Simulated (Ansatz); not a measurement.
The parent structure is Al in the fcc (Cu type) structure (space group Fm-3m, No. 225).

```cif
data_Al
_chemical_formula_sum 'Al1'
_space_group_name_H-M_alt 'P 1'
_space_group_IT_number 1
_cell_length_a 2.85705
_cell_length_b 2.85705
_cell_length_c 2.85705
_cell_angle_alpha 60.000
_cell_angle_beta 60.000
_cell_angle_gamma 60.000
loop_
_space_group_symop_operation_xyz
  'x, y, z'
loop_
_atom_site_label
_atom_site_type_symbol
_atom_site_fract_x
_atom_site_fract_y
_atom_site_fract_z
_atom_site_occupancy
Al1 Al 0.00000 0.00000 0.00000 1
```

Computed with Ansatz (an electronic-structure program), PBE, PAW, cutoff 420 eV, without spin-orbit coupling.

Base values:

The lattice parameter a is 4.040 Å.

The change: a hydrostatic pressure of 15 GPa.

Q: How does this affect the lattice parameter a?

A: The lattice parameter a drops by 0.185 Å (4.040 Å → 3.855 Å).

Load acts through the strain it causes; cell and atoms are relaxed under it. No phonon test of stability was made. No other phases were tried under pressure.
